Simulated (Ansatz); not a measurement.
Start from K in the bcc (W type) structure (space group Im-3m, No. 229; a = 5.279 Å).

Calculations: Kohn–Sham DFT with the PBE functional, run in Ansatz (a first-principles code) with PAW and 420 eV plane waves, scalar-relativistic without spin-orbit coupling, earlier PAW set.

Before the change:

The lattice parameter a is 5.279 Å.

Now apply this change: Li takes the place of K on all its sites, then cell and atoms are relaxed.

### Question
What happens to the lattice parameter a?

### Answer
The lattice parameter a decreases by 1.8447 Å to 3.435 Å.

No phonon test of stability was made.
